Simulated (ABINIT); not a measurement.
A self-consistent single point of Tc2N (P6_3/mmc, 6 atoms in the cell) with ABINIT.

Level of theory: LDA (PW92), norm-conserving pseudopotentials (PseudoDojo nc-sr-04 LDA standard) (plane waves; ABINIT).

The change in words: lattice scaled by 0.98. Reference geometry:
```
Tc2N
1.0
    2.82470     0.00000     0.00000
   -1.41235     2.44626     0.00000
    0.00000     0.00000     9.68079
Tc N
4 2
Direct
  0.33333   0.66667   0.39245
  0.66667   0.33333   0.60755
  0.66667   0.33333   0.89245
  0.33333   0.66667   0.10755
  0.33333   0.66667   0.75000
  0.66667   0.33333   0.25000
```

Reference input (self-consistent single point, DFT, LDA (PW92), plane waves, norm-conserving pseudopotentials (PseudoDojo nc-sr-04 LDA standard)): pseudos = [Tc.upf, N.upf]; ecut = 88 Ry; occopt = 7; tsmear = 0.00367493 Ha; ngkpt = 11 11 3; nshiftk = 1; shiftk = 0 0 0; potentials = PseudoDojo nc-sr-04 LDA standard; nband = 45; kptopt = 1; nstep = 100; toldfe = 1e-09 Ha. This run's input differs from it in these lines:

```diff
@@ -3,6 +3,6 @@
 pseudos "Tc.upf, N.upf"
-acell 2.8247000242 2.8247000242 9.6807900000 Angstrom
+acell 2.7682061623 2.7682061623 9.4871740000 Angstrom
 rprim
-         1.0000000000   -0.0000000020    0.0000000000
-        -0.4999999983    0.8660254048    0.0000000000
+         1.0000000000   -0.0000000136    0.0000000000
+        -0.4999999882    0.8660254106    0.0000000000
          0.0000000000    0.0000000000    1.0000000000
@@ -13,8 +13,8 @@
 xcart
-         0.0000000061    3.0818434463    7.1794966926
-         2.6689547181    1.5409217178   11.1145450774
-         2.6689547181    1.5409217178   16.3265175777
-         0.0000000061    3.0818434463    1.9675241924
-         0.0000000061    3.0818434463   13.7205313275
-         2.6689547181    1.5409217178    4.5735104425
+         0.0000000411    3.0202067286    7.0359066105
+         2.6155757722    1.5101033287   10.8922539462
+         2.6155757722    1.5101033287   15.9999868888
+         0.0000000411    3.0202067286    1.9281736679
+         0.0000000411    3.0202067286   13.4461204175
+         2.6155757722    1.5101033287    4.4820401392
 ecut 88 Ry
```

Log, with long lists cut:

```
--- !BeginCycle
solver: {iscf: 7, nstep: 100, nline: 4, wfoptalg: 0, }
tolerances: {toldfe: 1.00E-09, }
...

     iter   Etot(hartree)      deltaE(h)  residm     vres2
 ETOT  1  -360.09404894483    -3.601E+02 2.128E-01 6.389E+02
 ETOT  2  -359.80187340828     2.922E-01 7.301E-02 4.674E+03
 ETOT  3  -360.48452990449    -6.827E-01 1.142E-02 1.897E+01
 ETOT  4  -360.48681407743    -2.284E-03 1.108E-02 3.113E-01
 ETOT  5  -360.48690469153    -9.061E-05 2.349E-03 2.072E-01
   [... 3 lines left out ...]
 ETOT  9  -360.48692753625    -1.059E-08 3.633E-04 1.562E-07
 ETOT 10  -360.48692753832    -2.068E-09 5.661E-04 9.389E-09
 ETOT 11  -360.48692753873    -4.107E-10 2.070E-04 6.231E-09
 ETOT 12  -360.48692753882    -8.924E-11 3.070E-04 1.082E-10
 At SCF step   12, etot is converged :
  for the second time, diff in etot=  8.924E-11 < toldfe=  1.000E-09

 Cartesian components of stress tensor (hartree/bohr^3)
  sigma(1 1)= -3.74269930E-04  sigma(3 2)=  0.00000000E+00
  sigma(2 2)= -3.74269931E-04  sigma(3 1)=  0.00000000E+00
  sigma(3 3)= -4.89326480E-04  sigma(2 1)= -7.16655618E-13

 ----iterations are completed or convergence reached----

 reduced coordinates (array xred) for    6 atoms
       0.333333331139      0.666666664474      0.392449997193
       0.666666664473      0.333333331140      0.607549998438
       0.666666664473      0.333333331140      0.892449997193
       0.333333331139      0.666666664474      0.107549998438
       0.333333331139      0.666666664474      0.749999997815
       0.666666664473      0.333333331140      0.249999997815
   [... lines left out ...]
 Fermi (or HOMO) energy (hartree) =   0.70912   Average Vxc (hartree)=  -0.54949
 Fermi (or HOMO) energy (eV) =  19.29620   Average Vxc (eV)= -14.95249
   [... lines left out ...]
total_energy        : -3.60486927538820E+02
total_energy_eV     : -9.80934816177083E+03
band_energy         : -1.36654568184010E+01
...

-Cartesian components of stress tensor (GPa)         [Pressure=  1.2140E+01 GPa]
- sigma(1 1)= -1.10113996E+01  sigma(3 2)=  0.00000000E+00
- sigma(2 2)= -1.10113997E+01  sigma(3 1)=  0.00000000E+00
- sigma(3 3)= -1.43964796E+01  sigma(2 1)= -2.10847327E-08

 Calculation completed.
```

The run converged in 12 iterations. Against the reference run the free energy falls by 2.2 meV/atom, the pressure goes from -11.87 to 12.14 GPa and the largest force goes from 0.287 to 0.119 eV/Å.

The starting cell comes from a database of computed structures (which also holds hypothetical and non-ambient phases and stackings), without a prior relaxation at this level. For this run, on top of that: lattice scaled by 0.98. Spin polarisation is off. With a pressure of about 12 GPa the cell is away from its equilibrium volume at this level.

Cost on one core of a shared machine: roughly 4 min.
